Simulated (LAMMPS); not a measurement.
System: a free-standing liquid film of Zr, 2400 atoms, at 2450 K.

All values are model results, not measurements: classical MD, pair style eam/fs, file Zr_mm.eam.fs (LAMMPS).

**Question.** Predict the number density in the middle, the surface tension, the excess potential energy of the surface.

**Answer.** number density in the middle: 0.0392 Å⁻³; surface tension: 1.14 ± 0.02 N/m; excess potential energy of the surface: 1.5 J/m².
